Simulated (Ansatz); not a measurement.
Consider interstitial Li in diamond, charge state +1. These are PBE, PAW (plane waves to 420 eV; Ansatz, an electronic-structure program) values and carry that method's errors.

Settings: 64 host sites, the relaxed PBE lattice, a 2×2×2 k-point mesh shifted by half a step, smearing 0.01 eV, spin-restricted, no image-charge correction. Static, classical nuclei. The host's phase is taken as given; its stability against other phases was not computed. The charge state is imposed; whether it is stable for some Fermi level was not computed. Sites that were not tried may lie lower.

Barriers: single points on a 3×3×3 k-point mesh shifted by half a step at the bands' geometries.

The step: Li moves alone to another site. Atoms about the jump, Cartesian Å from the middle of the jump, before and after:

```tsv
atom	x0	y0	z0	x1	y1	z1
Li1	0.45	-0.45	0.45	-0.45	0.45	-0.45
C2	0.45	1.39	0.45	0.49	1.39	0.49
C3	1.39	0.49	-0.49	1.39	0.45	-0.45
C4	-0.49	0.49	1.39	-0.45	0.45	1.39
C5	0.45	-0.45	-1.39	0.49	-0.49	-1.39
C6	-1.39	-0.45	0.45	-1.39	-0.49	0.49
C7	-0.49	-1.39	-0.49	-0.45	-1.39	-0.45
C8	1.39	-1.39	1.39	1.34	-1.34	1.34
C9	-1.34	1.34	-1.34	-1.39	1.39	-1.39
C10	2.28	-0.45	0.45	2.24	-0.45	0.45
C11	-0.45	2.24	-0.45	-0.45	2.28	-0.45
C12	0.45	-0.45	2.28	0.45	-0.45	2.24
C13	-0.45	0.45	-2.24	-0.45	0.45	-2.28
C14	0.45	-2.28	0.45	0.45	-2.24	0.45
C15	-2.24	0.45	-0.45	-2.28	0.45	-0.45
C16	1.34	2.24	1.34	1.36	2.25	1.36
C17	2.25	1.36	-1.36	2.24	1.34	-1.34
C18	-1.36	1.36	2.25	-1.34	1.34	2.24
C19	1.34	-1.34	-2.24	1.36	-1.36	-2.25
C20	-2.24	-1.34	1.34	-2.25	-1.36	1.36
C21	-1.36	-2.25	-1.36	-1.34	-2.24	-1.34
C22	3.14	0.45	1.34	3.12	0.45	1.35
C23	1.34	0.45	3.14	1.35	0.45	3.12
C24	3.14	-1.34	-0.45	3.12	-1.35	-0.45
C25	0.45	3.12	-1.35	0.45	3.14	-1.34
C26	0.45	1.35	-3.12	0.45	1.34	-3.14
C27	-1.35	3.12	0.45	-1.34	3.14	0.45
C28	-0.45	-1.34	3.14	-0.45	-1.35	3.12
C29	1.34	-3.14	-0.45	1.35	-3.12	-0.45
C30	-0.45	-3.14	1.34	-0.45	-3.12	1.35
C31	-3.12	1.35	0.45	-3.14	1.34	0.45
C32	-1.35	-0.45	-3.12	-1.34	-0.45	-3.14
C33	-3.12	-0.45	-1.35	-3.14	-0.45	-1.34
C34	2.23	1.34	2.23	2.24	1.34	2.24
C35	1.34	2.24	-2.24	1.34	2.23	-2.23
C36	2.23	-2.23	-1.34	2.24	-2.24	-1.34
C37	-2.24	2.24	1.34	-2.23	2.23	1.34
C38	-1.34	-2.23	2.23	-1.34	-2.24	2.24
C39	-2.24	-1.34	-2.24	-2.23	-1.34	-2.23
C40	2.25	-2.25	2.25	2.23	-2.23	2.23
C41	-2.23	2.23	-2.23	-2.25	2.25	-2.25
C42	2.24	3.12	0.45	2.24	3.13	0.45
C43	3.13	2.24	-0.45	3.12	2.24	-0.45
C44	0.45	3.12	2.24	0.45	3.13	2.24
C45	3.13	0.45	-2.24	3.12	0.45	-2.24
C46	2.24	-0.45	-3.12	2.24	-0.45	-3.13
C47	-0.45	2.24	3.13	-0.45	2.24	3.12
C48	-2.24	0.45	3.13	-2.24	0.45	3.12
C49	-3.12	-0.45	2.24	-3.13	-0.45	2.24
C50	0.45	-2.24	-3.12	0.45	-2.24	-3.13
C51	-0.45	-3.13	-2.24	-0.45	-3.12	-2.24
C52	-3.12	-2.24	0.45	-3.13	-2.24	0.45
C53	-2.24	-3.13	-0.45	-2.24	-3.12	-0.45
```

Task: Give the saddle-point geometry and the barrier.

Result: 
```
atom      x      y      z
----  -----  -----  -----
Li1    0.00   0.01   0.00
C2     0.49   1.46   0.49
C3     1.45   0.50  -0.49
C4    -0.49   0.50   1.45
C5     0.49  -0.48  -1.45
C6    -1.45  -0.48   0.49
C7    -0.49  -1.44  -0.49
C8     1.33  -1.32   1.33
C9    -1.33   1.33  -1.33
C10    2.25  -0.43   0.44
C11   -0.44   2.26  -0.44
C12    0.44  -0.43   2.25
C13   -0.44   0.45  -2.25
C14    0.44  -2.24   0.44
C15   -2.25   0.45  -0.44
C16    1.36   2.28   1.36
C17    2.27   1.37  -1.36
C18   -1.36   1.37   2.27
C19    1.36  -1.35  -2.27
C20   -2.27  -1.35   1.36
C21   -1.36  -2.26  -1.36
C22    3.13   0.46   1.34
C23    1.35   0.46   3.13
C24    3.13  -1.34  -0.45
C25    0.45   3.14  -1.35
C26    0.45   1.35  -3.13
C27   -1.34   3.14   0.45
C28   -0.45  -1.34   3.13
C29    1.35  -3.12  -0.45
C30   -0.45  -3.12   1.34
C31   -3.13   1.35   0.45
C32   -1.34  -0.44  -3.13
C33   -3.13  -0.44  -1.35
C34    2.24   1.35   2.24
C35    1.35   2.25  -2.24
C36    2.24  -2.23  -1.35
C37   -2.24   2.25   1.35
C38   -1.35  -2.23   2.24
C39   -2.24  -1.34  -2.24
C40    2.22  -2.22   2.22
C41   -2.22   2.23  -2.22
C42    2.24   3.15   0.45
C43    3.14   2.25  -0.45
C44    0.45   3.15   2.24
C45    3.14   0.46  -2.24
C46    2.24  -0.44  -3.14
C47   -0.45   2.25   3.14
C48   -2.24   0.46   3.14
C49   -3.14  -0.44   2.24
C50    0.45  -2.23  -3.14
C51   -0.45  -3.13  -2.24
C52   -3.14  -2.23   0.45
C53   -2.24  -3.13  -0.45
```
It lies 1.85 eV above the start and 1.85 eV above the end. The check of the saddle point's order was inconclusive, and it lies on a symmetry element of the cell, where a band can be held.
